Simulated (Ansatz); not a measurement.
Take FeGe in the rock salt structure (space group Fm-3m, No. 225; ferromagnetic; a hypothetical phase, not in the database extracts checked) as the base.

```
FeGe
1.0
    0.00000     2.51095     2.51095
    2.51095     0.00000     2.51095
    2.51095     2.51095     0.00000
Ge Fe
1 1
Direct
  0.00000   0.00000   0.00000
  0.50000   0.50000   0.50000
```

Cartesian axes are those of the cell as printed.

Calculations: r2SCAN (Ansatz, a first-principles code, PAW, no spin-orbit coupling).

For the base:

```
Quantity                        Result
-----------------------------  -------
Shortest interatomic distance  2.511 Å
Pressure                       0.0 GPa
```

Perturbation: the cell is compressed by 0.30 % along y with no lateral relaxation; the atoms relax in the strained cell.

Q: What happens to the shortest interatomic distance and pressure?

A: The shortest interatomic distance shrinks by 0.008 Å (2.511 Å → 2.503 Å); the pressure (mean of the normal stresses, compression positive) goes from zero to 0.3 GPa.

Other magnetic orders, which the real material may have, were not ruled out. Whether these cells are dynamically stable was not tested.
